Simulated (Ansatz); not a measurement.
The reference is Be3N2 (space group R3m, No. 160; a cell from a computed database, its experimental status unchecked).

```xyz
5
Lattice="1.4175 0.8184 4.8524 -1.4175 0.8184 4.8524 0.0000 -1.6368 4.8524" Properties=species:S:1:pos:R:3 pbc="T T T"
Be     0.0000     0.0000     2.0538
Be     0.0000     0.0000     9.9332
Be     0.0000     0.0000    13.2632
N      0.0000     0.0000    11.5849
N      0.0000     0.0000     4.2440
```

Levels (all Ansatz, a first-principles code, PAW): PBEsol (420 eV, no spin-orbit coupling); r2SCAN (500 eV, scalar-relativistic without spin-orbit coupling).

Its gap is 2.66 eV with PBEsol and 3.43 eV with r2SCAN.

Now apply this change: an isotropic linear strain of +5.32 %; the atoms relax in the strained cell.

With PBEsol the gap becomes 2.55 eV.

**Question.** If the r2SCAN correction stayed the same, what would the r2SCAN gap be, and what does the r2SCAN run give?

**Answer.** A rigid correction of +0.77 eV gives 3.32 eV. The r2SCAN run gives 3.28 eV, so the correction itself changes by -0.04 eV.

Single points use the geometry relaxed with PBEsol. Stability against distortions was not tested.
